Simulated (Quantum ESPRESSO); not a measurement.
Checking a run of Quantum ESPRESSO on Y₄Zr₃O₁₂ (P-1, 19 atoms in the cell). The aim is a self-consistent single point with DFT, PBEsol, plane waves, GBRV 1.5 ultrasoft (PBESOL) pseudopotentials.

Cell that was meant: a = 6.3914 Å, b = 6.4368 Å, c = 6.6113 Å, α = 99.84°, β = 98.50°, γ = 99.62°.

Part of the input:

```fortran
/
&system
 ibrav = 0,
 nat = 20,
 ntyp = 3,
 ecutwfc = 40,
 ecutrho = 320,
 occupations = 'fixed',
 nbnd = 83,
/
&electrons
 conv_thr = 1.0d-10,
[...]
O    -0.778869473    5.395881315    1.952749864
O     3.323283845    5.846298259    0.378007379
O     1.014723155   -0.811365259    6.027811621
O     4.241010417    3.248832358    2.785320565
K_POINTS automatic
3 3 3  0 0 0
CELL_PARAMETERS angstrom
```

Output, abridged:

```
     G-vector sticks info
     --------------------
     sticks:   dense  smooth     PW     G-vecs:    dense   smooth      PW
   [... lines left out ...]
        k(   12) = (   0.3333333  -0.2791929  -0.0062888), wk =   0.1481481
        k(   13) = (   0.3333333  -0.2791929   0.3262921), wk =   0.1481481
        k(   14) = (   0.3333333  -0.2791929  -0.3388696), wk =   0.1481481

     Dense  grid:   169499 G-vectors     FFT dimensions: (  72,  72,  72)

     Smooth grid:    59931 G-vectors     FFT dimensions: (  50,  50,  54)

     Initial potential from superposition of free atoms

     starting charge     157.9776, renormalised to     158.0000

     negative rho (up, down):  1.819E-01 0.000E+00
     Self-consistent Calculation

     iteration #  1     ecut=    40.00 Ry     beta= 0.40

---- Real-time Memory Report at c_bands before calling an iterative solver
           587 MiB given to the printing process from OS
           253 MiB allocation reported by mallinfo(arena+hblkhd)
------------------

     negative rho (up, down):  1.848E-01 0.000E+00

     total energy              =    -974.99023514 Ry
     estimated scf accuracy    <      11.85458468 Ry

     iteration #  2     ecut=    40.00 Ry     beta= 0.40

   [... lines left out ...]
           321 MiB allocation reported by mallinfo(arena+hblkhd)
------------------

     negative rho (up, down):  1.900E-01 0.000E+00

     total energy              =    -977.12272830 Ry
     estimated scf accuracy    <          1.8E-10 Ry

     iteration # 18     ecut=    40.00 Ry     beta= 0.40

---- Real-time Memory Report at c_bands before calling an iterative solver
           796 MiB given to the printing process from OS
           321 MiB allocation reported by mallinfo(arena+hblkhd)
------------------

     negative rho (up, down):  1.900E-01 0.000E+00
     End of self-consistent calculation

     highest occupied, lowest unoccupied level (ev):    12.0796   12.1654

!    total energy              =    -977.12272830 Ry
     estimated scf accuracy    <          3.9E-11 Ry

     convergence has been achieved in  18 iterations

     negative rho (up, down):  1.900E-01 0.000E+00

     Forces acting on atoms (cartesian axes, Ry/au):

     atom    1 type  1   force =    -0.17677835    0.29963387   -0.02732014
     atom    2 type  1   force =     0.00165291   -0.01228429    0.01604373
     atom    3 type  1   force =     0.01675206    0.00934242   -0.01363337
     atom    4 type  1   force =    -0.03619593   -0.10181132   -0.15130088
     atom    5 type  2   force =    -0.01689460   -0.00348256   -0.01653219
   [... lines left out ...]
     Total force =   690.917068     Total SCF correction =     0.000010
   [... lines left out ...]

     negative rho (up, down):  1.900E-01 0.000E+00
          total   stress  (Ry/bohr**3)                   (kbar)     P=     5127.97
   0.00159104  -0.01325774  -0.00399621          234.05    -1950.28     -587.86
  -0.01325774   0.09454623   0.02833970        -1950.28    13908.23     4168.91
  -0.00399621   0.02833970   0.00844044         -587.86     4168.91     1241.63

   JOB DONE.
```

Can these results be used? Check the input.

The run is not sound. The fault is one atom entered twice. Two nuclei at or near one point give a huge ion-ion repulsion and overlapping cores, and the electron count is too high as well. To fix it, remove the duplicate atom. The run converged in 18 iterations without an error; against the sound input the pressure goes from -8.18 to 512.8 GPa, the largest force goes from 0.187 to 12560 eV/Å and the gap on the mesh goes from 4.092 to 0.086 eV.

The sound input it was made from differs as follows (other fixes are possible):
```diff
- nat = 20,
+ nat = 19,
- nbnd = 83,
+ nbnd = 80,
-O     4.241010417    3.248832358    2.785320565
```

With that input, the run converged in 18 iterations: free energy E − TS -14395.2767 eV; top of the valence band (on the code's own zero) 8.70 eV; gap on the k-point mesh 4.09 eV; pressure -8.18 GPa; largest force (vector length) 0.187 eV/Å (DFT, PBEsol, plane waves, GBRV 1.5 ultrasoft (PBESOL) pseudopotentials).

On the sound input: the starting cell comes from a database of computed structures (which also holds hypothetical and non-ambient phases and stackings), without a prior relaxation at this level. Its lattice was rescaled by a random factor within 2.5 % of one. With a pressure of about -8 GPa the cell is away from its equilibrium volume at this level.
